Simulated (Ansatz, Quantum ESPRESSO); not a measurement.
# One structure in several programs: ZnIr (P-6m2, 2 atoms in the cell)

Self-consistent single point.

```xyz
2
Lattice="2.7772 0.0000 0.0000 -1.3886 2.4051 0.0000 0.0000 0.0000 4.1639" Properties=species:S:1:pos:R:3 pbc="T T T"
Zn     1.3886     0.8017     2.0819
Ir     0.0000     0.0000     0.0000
```

Shared settings, as Ansatz (a quantum-chemistry and plane-wave program) writes them: kpoints.mp_grid.grid = 18 18 11; magnetization.spin_orbit = true; scf.occupations.method = fermi_dirac; scf.occupations.width = 0.1 eV. Potentials and cutoffs stand in the table.

| code | model | pressure (GPa) | cutoff |
|---|---|---|---|
| Ansatz | LDA (PW92) with spin-orbit coupling, PAW files made with PBE | -9.01 | 420 eV |
| Quantum ESPRESSO | LDA (PZ), spin-orbit coupling, PSlibrary fully relativistic ultrasoft (LDA) pseudopotentials | -8.18 | 65 Ry |

The spread over the programs that give each value: pressure within 0.83 GPa.

Ansatz's pressure is given at a fixed set of plane waves, as the other plane-wave codes print theirs; with its correction for the finite basis it is -8.84 GPa. The same LDA comes in different parametrisations, which differ slightly.

The starting cell comes from a database of computed structures (which also holds hypothetical and non-ambient phases and stackings), without a prior relaxation at this level.

Left out of this page: FLEUR (not drawn, or without a comparable value).

Keys are those of Ansatz 0.2.
